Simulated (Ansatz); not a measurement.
Amorphous cells of C, N, Si: the gap between the highest filled and lowest empty level at the zone centre, by PBE and by a single point of r2SCAN on the same geometry (PBE, scalar-relativistic without spin-orbit coupling (plane waves to 420 eV, PAW; Ansatz, a first-principles code); r2SCAN at 500 eV). The networks come from melt-quench runs on the CHGNet potential at compositions and starting densities chosen by hand, with anions pushed apart in the CHGNet dynamics, and DFT then relaxed them. The cells are small and were quenched far faster than real films, so single cells scatter. Defect or tail levels can set these gaps. The rows are the first to finish with both values and no moments.

```tsv
cell	PBE gap x (eV)	r2SCAN gap y (eV)
A (Si16C24N16, 2.26 g/cm3)	0.41	0.47
B (Si30C12N24, 2.83 g/cm3)	0.43	0.49
C (Si30C18N16, 2.71 g/cm3)	0.64	withheld
D (Si30N36C3, 2.98 g/cm3)	0.69	0.93
E (Si30N40C, 2.94 g/cm3)	1.48	1.80
F (Si30N36C3, 2.98 g/cm3)	1.69	1.97
```

**Question.** Fit a straight line through the 5 full rows and predict the withheld value for C (Si30C18N16, 2.71 g/cm3).

**Answer.** Means: x = 0.940, y = 1.132. Slope = Σ(Δx Δy) / Σ(Δx²) = 1.718 / 1.458 = 1.18; the r.m.s. residual is 0.054. Prediction: 1.132 + 1.18 × (0.64 − 0.940) = 0.78. The run gave 0.76, 0.02 below the line.
